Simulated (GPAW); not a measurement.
Band structure of In₃Ge (P6_3/mmc, 8 atoms in the cell).

```
CELL_PARAMETERS angstrom
      6.56542     0.00000     0.00000
     -3.28271     5.68582     0.00000
      0.00000     0.00000     5.21578
ATOMIC_POSITIONS crystal
  In 0.34274 0.17137 0.75000
  In 0.65726 0.82863 0.25000
  In 0.17137 0.34274 0.25000
  In 0.82863 0.65726 0.75000
  In 0.82863 0.17137 0.75000
  In 0.17137 0.82863 0.25000
  Ge 0.66667 0.33333 0.25000
  Ge 0.33333 0.66667 0.75000
```

Computed with PBEsol, GPAW PAW datasets PBEsol (made by gpaw-setup) (plane waves; GPAW).

Settings: mode = pw; ecut = 550 eV; xc = PBEsol; kpts = 3 3 4; mesh shift (steps) = 0 0 0; occupations.name = methfessel-paxton; occupations.width = 0.2 eV; occupations.order = 0; nbands = -12; convergence.density = 1e-05 e/electron; convergence.energy = 1e-05 eV/electron; symmetry.symmorphic = false; symmetry.tolerance = 0.0005; maxiter = 150.

The starting cell comes from a database of computed structures (which also holds hypothetical and non-ambient phases and stackings), without a prior relaxation at this level. Its lattice was rescaled by a random factor within 2.5 % of one.

Levels in eV from the Fermi level, bands 40 to 47:
```tsv
point	40	41	42	43	44	45	46	47
Γ	-1.78	-0.63	-0.15	-0.15	0.23	0.42	0.42	0.93
M	-1.82	-0.98	-0.92	-0.77	-0.68	-0.33	0.35	0.72
K	-2.35	-2.35	-1.59	0.26	0.70	0.70	1.49	1.49
A	-3.29	-3.29	-3.29	-3.12	-3.12	2.82	2.82	4.18
L	-1.08	-0.46	-0.46	0.25	0.25	1.02	1.02	2.08
H	-2.10	-1.00	-1.00	1.81	1.81	1.92	1.92	2.04
```

Bands cross the Fermi level along this path, so the cell is metallic at this level.
